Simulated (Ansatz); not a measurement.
The starting structures come from a database of crystals and need not be the phases stable at ambient conditions.

Input:

```
CELL_PARAMETERS angstrom
      5.75928     0.00000     0.00000
      0.00000    10.62407     0.00000
      2.87964     5.31203     2.87964
ATOMIC_POSITIONS crystal
  Mg 0.00000 0.50000 0.00000
  Mg 0.50000 0.25000 0.00000
  Ge 0.00000 0.00000 0.00000
  Ge 0.50000 0.75000 0.00000
  P  0.46956 0.09456 0.56088
  P  0.03044 0.37500 0.50000
  P  0.53044 0.65544 0.43912
  P  0.96956 0.87500 0.50000
```

Space group of this cell: I-42d, chalcopyrite. The cell is taken as given.

Transport runs along the normal of the first two printed cell vectors, the (100) plane of the conventional cell.

The gap is the functional's own. No spin-orbit coupling. Mid-gap values are interpolated on the energy grid.

### Question
Give the band gap and the smallest decay constant κ at mid-gap that r2SCAN (Ansatz, an electronic-structure program) yields.

### Answer
Gap 1.74 eV on a 10×10×10 mesh; κ = 0.170 1/Å, at the zone centre.
